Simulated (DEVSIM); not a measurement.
Structure: abrupt Si p-n junction, at 300 K.

Layer 1 from the left is Si, thickness (μm) 0.120, Na (cm⁻³) 3.9e16, τn (s) 4.3e-5, τp (s) 4.3e-5. Layer 2 from the left is Si, thickness (μm) 7.00, Nd (cm⁻³) 2.6e14, τn (s) 4.3e-5, τp (s) 4.3e-5.

Left contact: ohmic. Right contact: ohmic. Voltage is applied to the left contact. Recombination: SRH at mid-gap, radiative. Mobility is μmin + (μ − μmin)/(1 + (N/Nref)^α).

The device is made up for the run: typed textbook-type constants, with dimensions and the other settings drawn at random. Values at 300 K.

Si: gap (eV) 1.124, affinity (eV) 4.05, permittivity 11.7, Nc (cm⁻³) 2.86e19, Nv (cm⁻³) 3.1e19, μn (cm²/Vs) 1417, μp (cm²/Vs) 470, μn,min 52, μp,min 45, Nref,n 9.7e16, Nref,p 2.2e17, αn 0.68, αp 0.72, B (cm³/s) 4.7e-15.

Model (solved in DEVSIM): 1D drift-diffusion, Boltzmann statistics, complete ionisation; no tunnelling, impact ionisation, image-force lowering or self-heating.

Dark forward current:

| |V| (V) | |J| (A/cm²) |
|---|---|
| 0.05 | 1.671e-8 |
| 0.10 | 1.278e-7 |
| 0.15 | 8.801e-7 |
| 0.20 | 6.002e-6 |
| 0.25 | 4.094e-5 |
| 0.30 | 0.0002792 |
| 0.35 | 0.001901 |
| 0.40 | 0.01288 |
| 0.45 | 0.08515 |
| 0.50 | 0.5094 |
| 0.55 | 2.371 |
| 0.60 | 7.852 |
| 0.65 | 19.13 |
| 0.70 | 37.22 |
| 0.75 | 61.96 |
| 0.80 | 92.41 |
| 0.85 | 127.1 |
| 0.90 | 164.5 |
| 0.95 | 203.0 |
| 1.00 | 241.4 |
| 1.05 | 278.9 |
| 1.10 | 315.2 |
| 1.15 | 350.1 |
| 1.20 | 383.5 |
| 1.25 | 415.6 |
| 1.30 | 446.4 |

Q: Work out the local ideality factor n = ΔV / (kT/q · ln(J2/J1)) between the rows 0.15 and 0.20 V, 0.20 and 0.25 V, 1.25 and 1.30 V.

A: kT/q = 25.85 mV. From 0.15 to 0.20 V: ln(6.002e-6/8.801e-7) = 1.920, n = 1.01, near the 1 of diffusion or emission over a barrier. From 0.20 to 0.25 V: ln(4.094e-5/6.002e-6) = 1.920, n = 1.01, near the 1 of diffusion or emission over a barrier. From 1.25 to 1.30 V: ln(446.4/415.6) = 0.071, n = 27.06.

Q: Estimate the current at 0.30 V from the Shockley equation with J0 = Σ q ni² D/(N L) coth(W/L), τ joining the SRH, radiative and Auger lifetimes that are on, and W taken as the whole layer.

A: ni² = 1.16e20 cm⁻⁶; electrons in the p layer: μ = 939 cm²/Vs, D = 24.3 cm²/s, τ = 4.27e-5 s, L = 322 μm, W/L = 0.00037, term 9.63e-10 A/cm²; holes in the n layer: μ = 467 cm²/Vs, D = 12.1 cm²/s, τ = 4.30e-5 s, L = 228 μm, W/L = 0.031, term 1.23e-9 A/cm². J0 = 2.19e-9 A/cm², and J = J0 exp(qV/kT) = 0.000241 A/cm². The simulation gives 0.000279 A/cm²; the estimate lies 14 % below. The estimate leaves out recombination in the depletion region and that region's share of W.
